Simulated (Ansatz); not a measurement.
TiTe2 under a change: 3 layers

The parent structure is TiTe2 in the CdI2 type structure (space group P-3m1, No. 164; a = 3.784 Å, c = 6.602 Å; layered, stacked along the Cartesian z axis).

Modification: a free-standing slab of 3 layers (9 atoms, 3 a layer) is cut normal to the stacking axis, with 15 Å of vacuum and the in-plane cell relaxed.

Calculations: r2SCAN+rVV10 (Ansatz, a first-principles code, PAW, without spin-orbit coupling). k-mesh 14×14×1 (Γ-centred); smearing 0.05 eV (Fermi–Dirac), for the changed cell.

| quantity | base | changed | shift |
|---|---|---|---|
| band gap | zero | zero | – |
| excess energy per area of both faces (slab less bulk energy over the cell's area: twice a surface energy) (uncertain by up to 0.1 J/m²) | – | 0.4 J/m² | – |
| thickness between the outermost nuclei | – | 16.80 Å | – |

Slab and bulk use different k-meshes, which limits the precision of the excess energy. Stability against distortions was not tested. The final runs are not spin-polarised.
